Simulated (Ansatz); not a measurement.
System: BaScO₂F (P4/mmm, No. 123, 5 atoms in the cell; start mp-1227813). Method: r²SCAN+SOC in Ansatz (plane waves, PAW).

Settings: plane-wave cutoff 560 eV, 8×8×8 k mesh, Fermi–Dirac smearing 0.01 eV, PAW data made under PBE.

Cell (relaxed with PBEsol):

Space group P4/mmm (No. 123); a = b = 4.141 Å, c = 4.128 Å, α = β = γ = 90.00°

```json
[
 {"atom": "Ba", "site": "1d", "symmetry": "4/mmm", "x": "0.5000", "y": "0.5000", "z": "0.5000"},
 {"atom": "Sc", "site": "1a", "symmetry": "4/mmm", "x": "0.0000", "y": "0.0000", "z": "0.0000"},
 {"atom": "O", "site": "2f", "symmetry": "mmm.", "x": "0.0000", "y": "0.5000", "z": "0.0000"},
 {"atom": "F", "site": "1b", "symmetry": "4/mmm", "x": "0.0000", "y": "0.0000", "z": "0.5000"}
]
```

**Question.** What does this level give for the band gap and smallest direct gap on the k points sampled?

**Answer.** 
band gap: 3.67 eV (indirect)
smallest direct gap on the k points sampled: 4.00 eV

Note: cell and atoms aren't relaxed at this level (pressure 2.5 GPa).

A start named mp-… is a Materials Project structure, which need not be a measured phase.

Ansatz is a first-principles code.
